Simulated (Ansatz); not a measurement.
# How the volume per atom of HgTe (model structure, started from the NiAs type, P6₃/mmc, No. 194, 4 atoms in the cell) moves with the method

No measured value is used here.

```csv
level (code),value (Å³/atom)
PBE (Ansatz),29.47
PBEsol (Ansatz),27.51
PBE-D3(BJ) (Ansatz),27.97
```

Density-functional levels without +SOC have no spin–orbit coupling. Ansatz's density-functional and Hartree–Fock values are scalar-relativistic unless marked +SOC, with PAW data made under PBE.

A model structure was made by putting elements into a prototype or built by hand; it is no filed structure, need not be a known phase, and can be a saddle point held by its symmetry.

Ansatz is an electronic-structure program.
